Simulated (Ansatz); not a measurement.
Cell of rock-salt MgO (1 1 1) on alpha quartz (0 0 1) (film strained to the substrate, faces as cut; started ferromagnetic), with its geometry taken from a PBE run:

```yaml
crystal:
  lattice:
    - [5.02081, -0.00057, -0.05647]
    - [-2.51086, 4.34790, -0.05562]
    - [0.92286, 0.87929, 29.26403]
  atoms:
    - { symbol: Si, position: [0.97272, 0.43119, 0.03455], spin: 0.5 }
    - { symbol: Si, position: [0.46783, 0.45322, 0.16409] }
    - { symbol: Si, position: [0.44779, 0.94615, 0.10125] }
    - { symbol: O, position: [0.53431, 0.77321, 0.14029] }
    - { symbol: O, position: [0.74380, 0.12671, 0.06671], spin: 0.5 }
    - { symbol: O, position: [0.36482, 0.18859, 0.12542] }
    - { symbol: O, position: [0.14751, 0.69886, 0.07362] }
    - { symbol: Si, position: [0.93568, 0.40281, 0.22683] }
    - { symbol: Si, position: [0.44096, 0.44070, 0.35243] }
    - { symbol: Si, position: [0.40270, 0.92121, 0.28963] }
    - { symbol: O, position: [0.19485, 0.34187, 0.20288] }
    - { symbol: O, position: [0.50619, 0.75919, 0.32817] }
    - { symbol: O, position: [0.67686, 0.08403, 0.25118] }
    - { symbol: O, position: [0.78181, 0.51309, 0.18823] }
    - { symbol: O, position: [0.33649, 0.17386, 0.31413] }
    - { symbol: O, position: [0.08877, 0.66806, 0.26549] }
    - { symbol: Si, position: [0.90854, 0.39086, 0.41520] }
    - { symbol: Si, position: [0.40622, 0.41297, 0.54461], spin: 0.5 }
    - { symbol: Si, position: [0.38076, 0.89762, 0.47797] }
    - { symbol: O, position: [0.16915, 0.33160, 0.39136] }
    - { symbol: O, position: [0.48557, 0.71677, 0.51295], spin: 0.5 }
    - { symbol: O, position: [0.65048, 0.07040, 0.43919] }
    - { symbol: O, position: [0.75527, 0.50164, 0.37658] }
    - { symbol: O, position: [0.32391, 0.14607, 0.50578] }
    - { symbol: O, position: [0.06048, 0.65561, 0.45400] }
    - { symbol: Mg, position: [0.73988, 0.44735, 0.61837], spin: 0.5 }
    - { symbol: Mg, position: [0.05895, 0.10837, 0.61963], spin: 0.5 }
    - { symbol: Mg, position: [0.39721, 0.78287, 0.61876], spin: 0.5 }
    - { symbol: Mg, position: [0.71803, 0.10776, 0.70505] }
    - { symbol: Mg, position: [0.05179, 0.77381, 0.70500] }
    - { symbol: Mg, position: [0.38594, 0.44110, 0.70505] }
    - { symbol: Mg, position: [0.70617, 0.76900, 0.78995] }
    - { symbol: Mg, position: [0.03919, 0.43529, 0.78990] }
    - { symbol: Mg, position: [0.37265, 0.10179, 0.78998] }
    - { symbol: Mg, position: [0.69276, 0.42986, 0.87480] }
    - { symbol: Mg, position: [0.02797, 0.09821, 0.87488] }
    - { symbol: Mg, position: [0.35954, 0.76139, 0.87491] }
    - { symbol: Mg, position: [0.68015, 0.09050, 0.95962], spin: 0.5 }
    - { symbol: Mg, position: [0.01336, 0.75849, 0.95959], spin: 0.5 }
    - { symbol: Mg, position: [0.35031, 0.42304, 0.96389], spin: 0.5 }
    - { symbol: O, position: [0.72223, 0.77473, 0.66250] }
    - { symbol: O, position: [0.06020, 0.44333, 0.66266] }
    - { symbol: O, position: [0.39204, 0.11324, 0.66243] }
    - { symbol: O, position: [0.71257, 0.43823, 0.74736] }
    - { symbol: O, position: [0.04558, 0.10454, 0.74722] }
    - { symbol: O, position: [0.37897, 0.77170, 0.74726] }
    - { symbol: O, position: [0.70002, 0.09941, 0.83226] }
    - { symbol: O, position: [0.03304, 0.76567, 0.83222] }
    - { symbol: O, position: [0.36629, 0.43271, 0.83205] }
    - { symbol: O, position: [0.68655, 0.75954, 0.91698] }
    - { symbol: O, position: [0.02074, 0.42695, 0.91717] }
    - { symbol: O, position: [0.35399, 0.09455, 0.91678] }
```

Method: PBE (plane waves to 420 eV, PAW; Ansatz, an electronic-structure program). Scalar-relativistic, without spin–orbit coupling. Its k-point mesh 5×5×1, Fermi–Dirac width 0.05 eV.

Question: Give the plane-averaged electrostatic potential energy of an electron along the normal (the smooth PAW potential), about its mean over the cell.

Answer: (z (Å), V (eV)): (0.000, 5.90); (0.293, 5.98); (0.586, 4.35); (1.025, 2.70); (1.318, 3.11); (1.611, 2.80); (1.903, 1.79); (2.343, 1.65); (2.636, 2.43); (2.928, 2.64); (3.221, 2.08); (3.661, 1.84); (3.953, 1.73); (4.246, 1.87); (4.539, 1.93); (4.978, 2.08); (5.271, 1.97); (5.564, 1.71); (5.857, 1.68); (6.150, 1.90); (6.589, 2.27); (6.882, 1.97); (7.175, 1.88); (7.467, 1.62); (7.907, 1.77); (8.200, 1.90); (8.492, 2.31); (8.785, 1.94); (9.224, 1.61); (9.517, 1.55); (9.810, 1.80); (10.103, 1.93); (10.542, 1.90); (10.835, 1.84); (11.128, 1.61); (11.421, 1.60); (11.714, 1.82); (12.153, 2.19); (12.446, 1.81); (12.739, 1.72); (13.031, 1.55); (13.471, 1.78); (13.764, 1.87); (14.056, 2.45); (14.349, 2.23); (14.788, 1.29); (15.081, 1.61); (15.374, 2.57); (15.667, 2.83); (16.106, 2.82); (16.399, 4.36); (16.692, 5.98); (16.985, 5.82); (17.424, 2.01); (17.717, -4.02); (18.010, -9.60); (18.303, -8.72); (18.595, -2.61); (19.035, -1.08); (19.327, -2.73); (19.620, -2.21); (19.913, -0.58); (20.352, -6.42); (20.645, -9.88); (20.938, -6.42); (21.231, -0.86); (21.670, -2.22); (21.963, -2.76); (22.256, -1.16); (22.549, -0.74); (22.988, -8.88); (23.281, -8.83); (23.574, -3.09); (23.867, -0.58); (24.159, -2.21); (24.599, -2.04); (24.891, -0.36); (25.184, -3.19); (25.477, -8.89); (25.916, -6.28); (26.209, -0.84); (26.502, -1.37); (26.795, -2.73); (27.234, -0.81); (27.527, -0.20); (27.820, -5.79); (28.113, -9.85); (28.552, -3.83); (28.845, 2.11); (29.138, 5.14)
